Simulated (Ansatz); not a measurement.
The reference is Cs$_{2}$AgBiBr$_{6}$ (space group Fm-3m, No. 225; a = 11.188 Å).

All numbers come from PBEsol (Ansatz, an electronic-structure program; PAW; 420 eV plane waves; no spin-orbit coupling), earlier PAW set.

One change was made to it. Results:

```csv
quantity,base,after
band gap,1.10 eV,zero
shortest interatomic distance,2.753 Å,2.704 Å
density,5.04 g/cm³,5.12 g/cm³
```

Which change produced these results?
A. Bi → Pb
B. Ag → Cd
C. Br → F

A, Bi → Pb. For comparison, the shortest interatomic distance in the other runs: Ag → Cd gives 2.804 Å; Br → F gives 2.254 Å.

With Bi present, leaving out spin-orbit coupling can change the band edges. No phonon test of stability was made. As relaxed here, Cs2AgPbBr6 and Cs2CdBiBr6 are hypothetical phases, not in the database extracts checked. For Cs2AgBiF6 in this form, whether it has been made was not checked. No Hubbard U is applied, and correlation can decide whether such a compound is a metal. The final runs are not spin-polarised. An odd electron count without spin: Cs2AgPbBr6 and Cs2CdBiBr6.
